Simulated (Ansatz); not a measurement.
**GaN: response to strain**

The parent structure is GaN in the zinc blende structure (space group F-43m, No. 216; a = 4.4554 Å). Axes: x, y, z lie along the cube axes.

Strains are applied to the cell and any free atomic positions relax; under biaxial strain the out-of-plane vector relaxes too.

Method: Ansatz (a program for electronic structure) LDA, without spin-orbit coupling.

```json
[
 {"biaxial strain, plane normal [001], relaxed out of plane (%)": "0", "band gap (eV)": "1.96"},
 {"biaxial strain, plane normal [001], relaxed out of plane (%)": "0.5", "band gap (eV)": "1.89"},
 {"biaxial strain, plane normal [001], relaxed out of plane (%)": "1", "band gap (eV)": "1.83"},
 {"biaxial strain, plane normal [001], relaxed out of plane (%)": "1.5", "band gap (eV)": "1.78"},
 {"biaxial strain, plane normal [001], relaxed out of plane (%)": "2", "band gap (eV)": "1.72"},
 {"biaxial strain, plane normal [001], relaxed out of plane (%)": "2.5", "band gap (eV)": "?"},
 {"biaxial strain, plane normal [001], relaxed out of plane (%)": "3", "band gap (eV)": "1.61"}
]
```

Question: Fit E_g = E₀ + Dε (ε in %) to the rows shown and predict the withheld row.

Answer: Least squares on the printed values gives E₀ = 1.95 eV, D = -115 meV per % of strain (largest residual 0.01 eV); this predicts 1.66 eV, and the run gives 1.66 eV, in agreement.

Whether these cells are dynamically stable was not tested. This is not the structure that GaN has at room temperature and ambient pressure.
